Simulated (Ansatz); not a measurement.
The parent structure is Mo3Si in the A15 (Cr3Si type) structure (space group Pm-3n, No. 223; a = 4.8850 Å). Axes: x, y, z lie along the cube axes.

Computed with r2SCAN (Ansatz, an electronic-structure program), spin-orbit coupling left out, earlier PAW set.

Strains are applied to the cell and any free atomic positions relax; under biaxial strain the out-of-plane vector relaxes too.

One change was made to it. Results:

```json
[
 {"quantity": "energy relative to the base (free energy F)", "base": "0 meV/atom", "after": "+2.3 meV/atom"},
 {"quantity": "volume per atom", "base": "14.57 Å³", "after": "14.43 Å³"},
 {"quantity": "pressure (mean of the normal stresses, compression positive)", "base": "0.0 GPa", "after": "2.6 GPa"}
]
```

Task: What was done to the base?
A. uniaxial strain ε_yy = −0.14 %
B. biaxial strain −1.67 %, plane normal [001], relaxed out of plane
C. biaxial strain −0.67 %, plane normal [001], relaxed out of plane

Result: C, biaxial strain −0.67 %, plane normal [001], relaxed out of plane. For comparison, the energy relative to the base in the other runs: uniaxial strain ε_yy = −0.14 % gives 0.0 meV/atom; biaxial strain −1.67 %, plane normal [001], relaxed out of plane gives +15 meV/atom.

Without a gap, meshes like the base's 10×10×10 leave anisotropic stresses uncertain by several tenths of a GPa, and small strain energies with them. Whether these cells are dynamically stable was not tested. All final runs are without spin polarisation.
